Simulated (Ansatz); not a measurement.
**Pressure series in BaTiO3**

Start from BaTiO$_{3}$ in the cubic perovskite structure (space group Pm-3m, No. 221).

```yaml
crystal:
  lattice:
    - [4.01924, 0.00000, 0.00000]
    - [0.00000, 4.01924, 0.00000]
    - [0.00000, 0.00000, 4.01924]
  atoms:
    - { symbol: Ba, position: [0.00000, 0.00000, 0.00000] }
    - { symbol: Ti, position: [0.50000, 0.50000, 0.50000] }
    - { symbol: O, position: [0.50000, 0.00000, 0.50000] }
    - { symbol: O, position: [0.00000, 0.50000, 0.50000] }
    - { symbol: O, position: [0.50000, 0.50000, 0.00000] }
```

Cell and atoms are relaxed at each pressure.

Level of theory: Ansatz (a first-principles code), PBE, PAW, cutoff 420 eV, no spin-orbit coupling.

```csv
P (GPa),V (Å³/atom)
-2.00,13.151
-1.00,13.067
0.29,12.963
0.69,12.932
1.50,12.869
3.00,12.758
5.00,12.618
7.50,12.453
10.00,12.299
```

Task: Fit a third-order Birch–Murnaghan equation of state.

Result: Least squares on P(V) = (3B₀/2)[(V₀/V)^(7/3) − (V₀/V)^(5/3)]·[1 + (3/4)(B₀′ − 4)((V₀/V)^(2/3) − 1)] gives V₀ = 12.99 Å³/atom, B₀ = 163 GPa and B₀′ = 4.5.

Measured bulk modulus of BaTiO3: 162 GPa (temperature not stated; as listed in Yu-ichiro Matsushita, Kazuma Nakamura, Atsushi Oshiyama, Physical Review B (2011)); the computed value is for a static lattice, so the two differ by thermal effects too.

Between the base and pressure 10 GPa the gap moves from 1.78 eV to 1.90 eV, a mean slope of 12 meV/GPa.

Load acts through the strain it causes; cell and atoms are relaxed under it. Stability against distortions was not tested. Competing high-pressure phases were not computed. The final runs are not spin-polarised. Many cubic perovskites are stable only at high temperature; tilts and polar distortions were not tested. This is not the structure that BaTiO3 has at room temperature and ambient pressure.
